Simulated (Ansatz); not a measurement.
For InP (model structure, started from the CsCl type, Pm-3m, No. 221, 2 atoms in the cell), LDA (PAW; Ansatz, a program for electronic structure) gives:

lattice parameter a: 3.361 Å
cohesive energy: 3.43 eV/atom

**Question.** What does r²SCAN+rVV10 (PAW; Ansatz) give for the same quantities?

**Answer.** 
- lattice constant a: 3.408 Å (rises by 1.4 %)
- cohesive energy: 2.74 eV/atom (falls by 0.69 eV/atom)

Changes are worked out from the printed values.

Unless a cell is named, each level is at its own relaxed cell (LDA 18.99, r²SCAN+rVV10 19.80 Å³/atom).

Levels without +SOC leave out spin–orbit coupling, which shifts energies and cells of such heavy elements.

Ansatz's density-functional and Hartree–Fock values are scalar-relativistic unless marked +SOC, with PAW data made under PBE.

A model structure was made by putting elements into a prototype or built by hand; it is no filed structure, need not be a known phase, and can be a saddle point held by its symmetry.
